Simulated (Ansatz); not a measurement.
# PdBi (P6₃/mmc, No. 194, 4 atoms in the cell; start mp-1008488)

Calculation: r²SCAN (Ansatz, an electronic-structure program, plane waves, PAW).

Settings: plane-wave cutoff 560 eV, 18×18×10 k mesh (along the axes of the cell as run), Fermi–Dirac smearing 0.05 eV, scalar-relativistic PAW data made under PBE.

Cell (relaxed at this level):

```
BiPd
1.0
    4.26601     0.00000     0.00000
   -2.13301     3.69448     0.00000
    0.00000     0.00000     5.74468
Bi Pd
2 2
Direct
  0.33333   0.66667   0.25000
  0.66667   0.33333   0.75000
  0.00000   0.00000   0.50000
  0.00000   0.00000   0.00000
```

- band gap = zero (no gap)
- bulk modulus B0 = 99.8 GPa

Note: the relaxation could not lower the start's symmetry, so the cell can be a saddle point above a distorted one; the bulk modulus is −V dP/dV from two relaxed cells at ±2 % in volume.

Spin–orbit coupling is not included; it can shift volumes and moduli of such heavy elements.

Computed values are for the static lattice.

A start named mp-… is a Materials Project structure, which need not be a measured phase.
